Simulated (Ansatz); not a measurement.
**GaAs in the zinc blende structure (space group F-43m, No. 216)**

```cif
data_As4Ga4
_chemical_formula_sum 'As4 Ga4'
_space_group_name_H-M_alt 'F-43m'
_space_group_IT_number 216
_space_group_name_Hall 'F -4 2 3'
_cell_length_a 5.65903
_cell_length_b 5.65903
_cell_length_c 5.65903
_cell_angle_alpha 90.000
_cell_angle_beta 90.000
_cell_angle_gamma 90.000
loop_
_atom_site_label
_atom_site_type_symbol
_atom_site_symmetry_multiplicity
_atom_site_Wyckoff_symbol
_atom_site_fract_x
_atom_site_fract_y
_atom_site_fract_z
_atom_site_occupancy
As1 As 4 c 0.25000 0.25000 0.25000 1
Ga1 Ga 4 a 0.00000 0.00000 0.00000 1
```
(The calculation used a cell of 2 atoms; values per cell refer to that cell.)

Computed with DFT with PBEsol, PAW potentials and a 420 eV plane-wave cutoff in Ansatz (a first-principles code), spin-orbit coupling left out. Γ-centred 10×10×10 mesh, Fermi–Dirac width 0.05 eV.

| Item | Result |
|---|---|
| Volume per atom | 22.65 Å³ |
| Density | 5.30 g/cm³ |
| Band gap | 0.42 eV, direct at Γ |
| Electron mass | 0.025 mₑ |
| Hole mass (degenerate bands, along [100]) | 0.025, 0.34, 0.34 mₑ |
| Lowest conduction-band minima above the VBM | Γ 0.42 eV; L along ⟨111⟩ 0.92 eV; a point along ⟨100⟩, about 1.0 Å⁻¹ from Γ 1.32 eV |
| Total energy | -4278.429 eV/atom (σ→0; compares only within this code and set-up) |

Effective masses come from finite differences of ±0.01 Å⁻¹. Whether these cells are dynamically stable was not tested.
